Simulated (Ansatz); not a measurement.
Start from Zr in the hcp (Mg type) structure (space group P6_3/mmc, No. 194; a = 3.231 Å, c = 5.179 Å; relaxed with 0.1 eV smearing). Axes: x lies along a and z along c of the hexagonal cell.

Calculations: PBE (Ansatz, a program for electronic structure, PAW, without spin-orbit coupling), earlier PAW set.

For the base:

The pressure is 0.0 GPa.

Now apply this change: tensile biaxial strain of 4.98 % in the plane normal to [001], as in epitaxy on a mismatched substrate; the out-of-plane cell vector and the atoms relax.

**Question.** What happens to the ratio −ε⊥/ε∥?

**Answer.** The ratio −ε⊥/ε∥ comes out as 0.77.

**Question.** Predict the new pressure.

**Answer.** The pressure (mean of the normal stresses, compression positive) goes from zero to -4.4 GPa.

No phonon test of stability was made. All final runs are without spin polarisation.
